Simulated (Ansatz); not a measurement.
Start from TiB₂ (space group P6/mmm, No. 191).

```yaml
crystal:
  lattice:
    - [2.99392, 0.00000, 0.00000]
    - [-1.49696, 2.59281, 0.00000]
    - [0.00000, 0.00000, 3.15953]
  atoms:
    - { symbol: Ti, position: [0.00000, 0.00000, 0.00000] }
    - { symbol: B, position: [0.66667, 0.33333, 0.50000] }
    - { symbol: B, position: [0.33333, 0.66667, 0.50000] }
```

Cartesian axes are those of the cell as printed.

All numbers come from LDA (Ansatz, a program for electronic structure, PAW, no spin-orbit coupling).

Strains are applied to the cell and any free atomic positions relax.

One change was made to it. Results:

```csv
quantity,base,after
energy relative to the base (free energy F),0 meV/atom,+6.0 meV/atom
"pressure (mean of the normal stresses, compression positive)",0.0 GPa,0.3 GPa
```

### Question
What was done to the base?
A. tensor shear ε_xz = +0.86 %
B. tensor shear ε_xz = +0.29 %
C. tensor shear ε_xz = +1.43 %

### Answer
C, tensor shear ε_xz = +1.43 %. For comparison, the energy relative to the base in the other runs: tensor shear ε_xz = +0.86 % gives +2.2 meV/atom; tensor shear ε_xz = +0.29 % gives +0.2 meV/atom.

The mesh was chosen for an insulator and is coarse for the gapless case. Without a gap, meshes like the base's 13×13×10 leave anisotropic stresses uncertain by several tenths of a GPa, and small strain energies with them. Whether these cells are dynamically stable was not tested. All final runs are without spin polarisation.
